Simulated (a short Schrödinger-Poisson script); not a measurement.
Structure: gated Al0.3Ga0.7As/GaAs δ-doped gas, at 20 K.

| layer | material | thickness (nm) | Na (cm⁻³) |
|---|---|---|---|
| 1 | Al0.3Ga0.7As | 20 | - |
| 2 | Al0.3Ga0.7As | 10 | - |
| 3 | GaAs | 6000 | 6e14 |

The device is made up for the run: typed textbook-type constants, with dimensions and the other settings drawn at random. Al0.3Ga0.7As: permittivity 12.05, conduction-band edge (eV) 0.237, gap (eV) 1.798, electron mass (mₑ) 0.0919, Nv at 300 K (cm⁻³) 9e18. GaAs: permittivity 12.9, conduction-band edge (eV) 0, gap (eV) 1.424, Nv at 300 K (cm⁻³) 9e18.

Channel valleys (confinement mass, in-plane density-of-states mass, number): Γ 0.067, 0.067, 1. At the gate the conduction-band edge of layer 1 lies 0.99 eV − eVg above the Fermi level of the channel; the field vanishes at the back. Sheet of ionised δ-doping: +2e12 e/cm² at 20 nm from the gate. The barrier under the gate holds no holes. Gaps are held at their typed values at every temperature. Mesh 0.08 nm at interfaces.

Solved with a short Schrödinger-Poisson script written for these runs: 1D Poisson equation in equilibrium, electrons quantum, Hartree plus LDA exchange-correlation (BenDaniel-Duke, 40 states a valley, the channel's in-plane mass for all, wave functions free to enter the barrier), parabolic valleys, classical holes, full ionisation, no traps, pinning or gate leakage.

The same stack at other levels of the model or other numerical settings:

```
run                                          sheet density of all electrons at Vg = 0.5 V (cm⁻²)  capacitance at Vg = 0.5 V (μF/cm²)  centroid of the channel electrons at Vg = 0.5 V (nm)  gate voltage at 1e11 electrons/cm² (V)  rough cost against the base
-------------------------------------------  ---------------------------------------------------  ----------------------------------  ----------------------------------------------------  --------------------------------------  ---------------------------
base                                                                                     5.17e11                               0.305                                                  6.13                                    0.28                      about 1
electrons treated as classical, Boltzmann                                                6.30e11                               0.351                                                  0.57                                    0.26                         0.04
electrons treated as classical, Fermi-Dirac                                              5.27e11                               0.303                                                  4.27                                    0.27                          0.1
electrons treated as quantum, Hartree                                                    5.00e11                               0.300                                                  6.38                                    0.29                      about 1
mesh six times as coarse                                                                 5.16e11                               0.304                                                  6.11                                    0.28                          0.3
one subband a valley                                                                     5.17e11                               0.305                                                  6.13                                    0.28                          0.3
```

The classical rows ignore confinement, and Boltzmann statistics overrate the density once the band edge passes the Fermi level.
